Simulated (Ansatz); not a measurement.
An Ansatz (an electronic-structure program) input (Kohn–Sham DFT with the PBEsol functional, run in Ansatz with PAW and 420 eV plane waves, no spin-orbit coupling):

Ansatz 0.2 input:
```yaml
crystal:
  lattice:
    - [0, 2.0226208896, 2.0226208896]
    - [2.0226208896, 0, 2.0226208896]
    - [2.0226208896, 2.0226208896, 0]
  atoms:
    - { symbol: Al, position: [0.5, 0.5, 0.5] }
    - { symbol: N, position: [0, 0, 0] }
basis: { ecutwfc: 420, ecutrho_ratio: 4, xc_grid: 2, fft_grid_basis: typed }
kpoints: { mp_grid: { grid: [14, 14, 14] } }
hamiltonian:
  xc: pbesol
  dispersion: none
  pseudopotentials: { kind: paw }
scf: { occupations: { method: fermi_dirac, width: 0.05 }, convergence: { dr2_threshold: 0.0000000002 } }
output: { forces: true, stress: true }
```

### Question
Which symmetry and how many k-points will the program report, and about how many plane waves at Γ?

### Answer
Space group Fm-3m (ITA 225) with 48 operations, k-points 104 of 2744, and 331 plane waves at Γ.

Stability against distortions was not tested. The cell is AlN in the rock salt structure (space group Fm-3m, No. 225; a cell from a computed database, its experimental status unchecked). This is not the structure that AlN has at room temperature and ambient pressure.
